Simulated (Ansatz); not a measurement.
**Sc: x(Ca) = 0.625, 8 atoms, Fmm2**

The parent structure is Sc in the hcp (Mg type) structure (space group P6_3/mmc, No. 194; a = 3.3295 Å, c = 5.1919 Å).

The other end (x = 1) is Ca in the hcp (Mg type) structure (space group P6_3/mmc, No. 194; a model cell): 43.41 Å³/atom, gap zero; this end may not be an ambient phase.

Now apply this change: Ca replaces 62.5 % of the Sc, ordered in a cell of 8 atoms (starting symmetry Fmm2) and fully relaxed.

All numbers come from r2SCAN, PAW, 500 eV (Ansatz, a first-principles code; scalar-relativistic without spin-orbit coupling). Γ-centred 9×9×9 mesh, Fermi–Dirac width 0.05 eV, for the changed cell.

| quantity | base | changed | shift |
|---|---|---|---|
| shortest interatomic distance | 3.230 Å | 3.492 Å | +0.262 Å |
| band gap | zero | zero | – |
| mixing energy (to 0.01 eV only: unlike meshes or grids) | – | +0.26 eV/atom | – |
| deviation of the volume from the linear (Vegard-type) interpolation | – | -5.5 % | – |

Final structure:

```
CELL_PARAMETERS angstrom
      0.00000     6.07330     6.31776
      3.59348     0.00000     6.31776
      3.59348     6.07330     0.00000
ATOMIC_POSITIONS crystal
  Sc 0.46367 0.94961 0.53633
  Ca 0.45374 0.45374 0.54626
  Sc 0.95377 0.95377 0.04623
  Sc 0.94961 0.46367 0.05039
  Ca 0.54657 0.54657 0.95343
  Ca 0.55287 0.03319 0.96681
  Ca 0.03319 0.55287 0.44713
  Ca 0.04657 0.04657 0.45343
```

Cost of the whole job for the changed cell (relaxation, final SCF and bands): very roughly 28 core-minutes.

Each cell is one ordered arrangement of few atoms, which overstates ordering effects compared with a random alloy. Stability against distortions was not tested. The final runs are not spin-polarised. An odd electron count without spin: Ca5Sc3. Ca5Sc3 has a high density of states at the Fermi level and may be magnetic at this level. This is not the structure that Ca has at room temperature and ambient pressure.
